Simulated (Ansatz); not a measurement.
We consider NiGe (Pnma, No. 62, 8 atoms in the cell; start mp-1099), described by PBEsol (Ansatz, a program for electronic structure, PAW).

Numerical settings: plane-wave cutoff 520 eV, 10×16×10 k mesh (along the axes of the cell as run), Fermi–Dirac smearing 0.05 eV, no spin polarisation, scalar-relativistic PAW data made under PBE.

Cell (relaxed at this level):

Space group Pnma (No. 62); a = 5.305 Å, b = 3.447 Å, c = 5.732 Å, α = 90.00°, β = 90.00°, γ = 90.00°

| atom | site | symmetry | x | y | z |
|---|---|---|---|---|---|
| Ni | 4c | .m. | 0.0070 | 0.2500 | 0.8109 |
| Ge | 4c | .m. | 0.1886 | 0.2500 | 0.4111 |

Question: Estimate the bulk modulus B0 that the calculation returns.

Answer: 
bulk modulus B0: 154 GPa

Note: the run has no spin polarisation, so it can have missed a magnetic state; the bulk modulus is −V dP/dV from two relaxed cells at ±2 % in volume; the relaxation could not lower the start's symmetry, so the cell can be a saddle point above a distorted one.

The computed numbers hold no vibrational or temperature effects.

It cost very roughly 11 core-minutes of CPU time.

A start named mp-… is a Materials Project structure, which need not be a measured phase.
